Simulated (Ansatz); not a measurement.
Start from CaF$_{2}$ in the fluorite structure (space group Fm-3m, No. 225).

```xyz
3
Lattice="0.0000 2.7102 2.7102 2.7102 0.0000 2.7102 2.7102 2.7102 0.0000" Properties=species:S:1:pos:R:3 pbc="T T T"
Ca     0.0000     0.0000     0.0000
F      1.3551     1.3551     1.3551
F      4.0653     4.0653     4.0653
```

Cartesian axes are those of the cell as printed.

All numbers come from PBEsol in Ansatz (plane waves to 420 eV, PAW, no spin-orbit coupling), earlier PAW set.

Base values:

The shortest interatomic distance is 234.7 pm and the pressure is -0.1 kbar.

It is then changed as follows: strain tensor (xx, yy, zz, yz, xz, xy) = (+2.36, +1.13, −1.02, +0.39, +0.18, −0.64) %, atoms relaxed at fixed cell.

How does this affect the energy relative to the base?

The energy rises by 5.2 meV/atom.

What does the calculation give for the shortest interatomic distance after the change?

The shortest interatomic distance increases by 0.4 pm to 235.1 pm.

What happens to the pressure?

The pressure (mean of the normal stresses, compression positive) drops by 19.7 kbar (-0.1 kbar → -19.8 kbar).

Whether these cells are dynamically stable was not tested.

Ansatz is a first-principles code.
